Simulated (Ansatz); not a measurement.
# GaN: x(Sb) = 0.5, 8 atoms, Cm

Take GaN in the zinc blende structure (space group F-43m, No. 216; a = 4.549 Å) as the base.

The other end (x = 1) is GaSb in the zinc blende structure (space group F-43m, No. 216): 29.99 Å³/atom, gap zero.

The change: a fraction x = 0.5 of the N sites is given to Sb, ordered in a cell of 8 atoms (starting symmetry Cm) and fully relaxed.

Computed with Ansatz (an electronic-structure program), PBE, PAW, cutoff 420 eV, no spin-orbit coupling, earlier PAW set. Γ-centred 13×13×7 mesh, Fermi–Dirac width 0.05 eV, for the changed cell.

```csv
quantity,base,changed,shift
volume per atom,11.77 Å³,19.28 Å³,+7.51 Å³
density,5.91 g/cm³,5.93 g/cm³,+0.02 g/cm³
shortest interatomic distance,1.970 Å,1.967 Å,-0.003 Å
band gap,1.54 eV,zero,–
mixing energy (to 0.01 eV only: unlike meshes or grids),–,+0.36 eV/atom,–
deviation of the volume from the linear (Vegard-type) interpolation,–,-7.7 %,–
mean first-shell distances,–,"N–Ga 2.070 Å (end compound 1.970 Å), Sb–Ga 2.655 Å (end compound 2.691 Å)",–
```

These are small ordered cells, not random alloys; other orderings at the same x differ. Spin-orbit coupling, missing from the scalar runs, can matter with Sb. Stability against distortions was not tested. All final runs are without spin polarisation. This is not the structure that GaN has at room temperature and ambient pressure. The zero or small gap of Ga2SbN and GaSb can change with the level of theory.
